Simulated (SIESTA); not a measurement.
Input and output of a self-consistent single point for BaCuSbO5 (P1, 8 atoms in the cell) (SIESTA).

Level of theory: GGA PBEsol, numerical atomic orbitals DZP, PseudoDojo PBEsol standard norm-conserving potentials (rewritten from UPF to PSML) run with SIESTA.

The change in words: atoms moved at random. Reference geometry:
```yaml
crystal:
  lattice:
    - [3.75705, 0.00000, 0.00000]
    - [0.00000, 3.75705, 0.00000]
    - [0.00000, 0.00000, 9.36607]
  atoms:
    - { symbol: Ba, position: [0.00000, 0.00000, 0.03197] }
    - { symbol: Cu, position: [0.50000, 0.50000, 0.27751] }
    - { symbol: Sb, position: [0.50000, 0.50000, 0.71186] }
    - { symbol: O, position: [0.00000, 0.50000, 0.65583] }
    - { symbol: O, position: [0.50000, 0.00000, 0.65583] }
    - { symbol: O, position: [0.00000, 0.50000, 0.23636] }
    - { symbol: O, position: [0.50000, 0.00000, 0.23636] }
    - { symbol: O, position: [0.50000, 0.50000, 0.91758] }
```

Reference input (self-consistent single point, DFT, GGA PBEsol, numerical atomic orbitals DZP, PseudoDojo PBEsol standard norm-conserving potentials (rewritten from UPF to PSML)): XC.functional = GGA; XC.authors = PBEsol; potentials = PseudoDojo PBEsol standard; PAO.BasisSize = DZP; PAO.EnergyShift = 0.01 Ry; MeshCutoff = 400 Ry; kgrid.MonkhorstPack = 7 7 3; OccupationFunction = FD; ElectronicTemperature = 0.05 eV; MaxSCFIterations = 150; SCF.Mixer.Method = Broyden; SCF.Mixer.Weight = 0.2. This run's input differs from it in these lines:

```diff
@@ -20,10 +20,10 @@
 %block AtomicCoordinatesAndAtomicSpecies
-     0.000000000    0.000000000    0.299433226  1
-     1.878526500    1.878526500    2.599177808  2
-     1.878526500    1.878526500    6.667329878  3
-     0.000000000    1.878526500    6.142549032  4
-     1.878526500    0.000000000    6.142549032  4
-     0.000000000    1.878526500    2.213764069  4
-     1.878526500    0.000000000    2.213764069  4
-     1.878526500    1.878526500    8.594117593  4
+     0.073762222    0.126357206    0.257904076  1
+     1.907587305    1.927184093    2.629008738  2
+     1.888982378    1.845934065    6.618467096  3
+     0.029831001    1.837311629    6.161131313  4
+     1.809652204   -0.019070801    6.107341979  4
+     0.014355700    1.797562008    2.188531879  4
+     1.863287893   -0.006093940    2.245992712  4
+     1.805173797    1.883448239    8.664325646  4
 %endblock AtomicCoordinatesAndAtomicSpecies
```

The program printed (abridged):

```
        iscf     Eharris(eV)        E_KS(eV)     FreeEng(eV)     dDmax    Ef(eV) dHmax(eV)
   scf:    1    -8464.262498    -9913.493646    -9913.528152  2.510240  1.213428197.614128
   scf:    2    -7244.962776    -9778.680913    -9778.722998  2.816530 -1.680755144.282929
   scf:    3   -10698.356335   -10524.998141   -10525.054793  3.982147 -5.128479 59.995190
   scf:    4   -10592.442984   -10595.078959   -10595.101740  1.114732 -6.043693 39.518907
   scf:    5   -10612.649066   -10604.461224   -10604.496137  0.198461 -6.229019 31.413838
   [... 14 lines left out ...]
   scf:   20   -10620.523443   -10620.523444   -10620.554053  0.000032 -5.570200  0.000631
   scf:   21   -10620.523440   -10620.523442   -10620.554053  0.000015 -5.570154  0.000313
   scf:   22   -10620.523441   -10620.523441   -10620.554053  0.000019 -5.570134  0.000289
   scf:   23   -10620.523439   -10620.523440   -10620.554053  0.000010 -5.570115  0.000212
SCF Convergence by DM+H criterion
max |DM_out - DM_in|         :     0.0000096291
max |H_out - H_in|      (eV) :     0.0002124680
SCF cycle converged after 23 iterations

Using DM_out to compute the final energy and forces

siesta: E_KS(eV) =           -10620.5234

siesta: E_KS - E_eggbox =    -10620.5234

siesta: Atomic forces (eV/Ang):
     1   -0.518099   -0.810134   -0.172531
     2   -0.064910   -0.473729   -0.341440
     3    0.690621    0.441266    2.670956
     4   -1.020828    0.029906   -0.477311
     5    0.106023   -0.376598   -0.400781
     6    0.073346    0.550148    0.260494
     7    0.161441    0.432028   -0.186444
     8    0.586344    0.199133   -1.356106
   Tot    0.013939   -0.007980   -0.003162
   Max    2.670956
   Res    0.750992    sqrt( Sum f_i^2 / 3N )
   Max    2.670956    constrained

   [... lines left out ...]
siesta: FreeEng =    -10620.554053
   [... lines left out ...]
siesta:    -0.009551   -0.001562   -0.006305
siesta:    -0.001562   -0.004077   -0.003156
siesta:    -0.006305   -0.003156    0.045079

siesta: Cell volume =        132.206253 Ang**3

siesta: Pressure (static):
siesta:                Solid            Molecule  Units
siesta:          -0.00011418         -0.00021420  Ry/Bohr**3
siesta:          -0.01048364         -0.01966717  eV/Ang**3
siesta:         -16.79663746        -31.51028365  kBar
```

The run converged in 23 iterations. Against the reference run the free energy rises by 30.7 meV/atom, the pressure goes from -1.16 to -1.68 GPa and the largest force goes from 0.831 to 2.794 eV/Å.

The starting cell comes from a database of computed structures (which also holds hypothetical and non-ambient phases and stackings), without a prior relaxation at this level. Its lattice was rescaled by a random factor within 2.5 % of one. For this run, on top of that: atoms moved at random. Spin polarisation is off, so a magnetic state, if there is one, cannot be reached. Values carry the incompleteness of an atom-centred basis. Forces in this geometry exceed 1 eV/Å. The run gives no clean gap (levels at the Fermi energy touch, overlap or are partly filled at this smearing), which alone does not show that the compound is a metal.

Cost on one core of a shared machine: roughly 60 s.
